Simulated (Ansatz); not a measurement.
# Lattice parameter a of AlP (model structure, started from the BeO type, P4₂/mnm, No. 136, 8 atoms in the cell) at several levels of theory

No measured value is used here.

```
level (code)          value (Å)
-------------------  ----------
LDA (Ansatz)              6.592
PBE (Ansatz)         (withheld)
PBEsol (Ansatz)           6.638
PBE-D3(BJ) (Ansatz)       6.609
```

Q: Fill in the missing entries.

A: 
- PBE (Ansatz, a first-principles code), value (Å): 6.690

Ansatz's density-functional and Hartree–Fock values are scalar-relativistic unless marked +SOC, with PAW data made under PBE.

A model structure was made by putting elements into a prototype or built by hand; it is no filed structure, need not be a known phase, and can be a saddle point held by its symmetry.
